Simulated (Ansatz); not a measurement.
# Effect of uniaxial strain ε_zz = +1.50 % on HfS2

Take HfS2 in the CdI2 type structure (space group P-3m1, No. 164; a = 3.606 Å, c = 5.768 Å; layered, stacked along the Cartesian z axis) as the base. Axes: x lies along a and z along c of the hexagonal cell.

It is then changed as follows: uniaxial strain ε_zz = +1.50 %, all other strain components held at zero; the atoms relax in the strained cell.

Calculations: Kohn–Sham DFT with the PBE-D3(BJ) functional, run in Ansatz (a first-principles code) with PAW and 420 eV plane waves, no SOC. Γ-centred 11×11×6 mesh, Fermi–Dirac width 0.05 eV.

* **Volume per atom**: 21.97 Å³ (base 21.65 Å³)
* **Space group**: P-3m1 (No. 164) (base P-3m1 (No. 164))
* **Shortest interatomic distance**: 254.2 pm (base 254.1 pm)
* **Energy relative to the base (free energy F)**: +0.6 meV/atom
* **Pressure (mean of the normal stresses, compression positive)**: -0.26 GPa (base 0.00 GPa)
* **Band gap**: 0.93 eV (base 0.85 eV)
* **Smallest direct gap**: 1.85 eV (base 1.81 eV)
* **Width of the top valence band**: 2.01 eV (base 2.10 eV)
* **Largest internal atomic displacement**: 0.019 Å
* **Stress (xx, yy, zz, yz, xz, xy; compression positive)**: (-0.10, -0.10, -0.57, 0.00, 0.00, 0.00) GPa

Final structure:

```yaml
crystal:
  lattice:
    - [3.60570, 0.00000, 0.00000]
    - [-1.80285, 3.12262, 0.00000]
    - [0.00000, 0.00000, 5.85413]
  atoms:
    - { symbol: Hf, position: [0.00000, 0.00000, 0.00000] }
    - { symbol: S, position: [0.33333, 0.66667, 0.24925] }
    - { symbol: S, position: [0.66667, 0.33333, 0.75075] }
```

With Hf present, leaving out spin-orbit coupling can change the band edges. Gaps are Kohn–Sham eigenvalue differences; semilocal functionals usually give less than the measured gap. Stability against distortions was not tested.
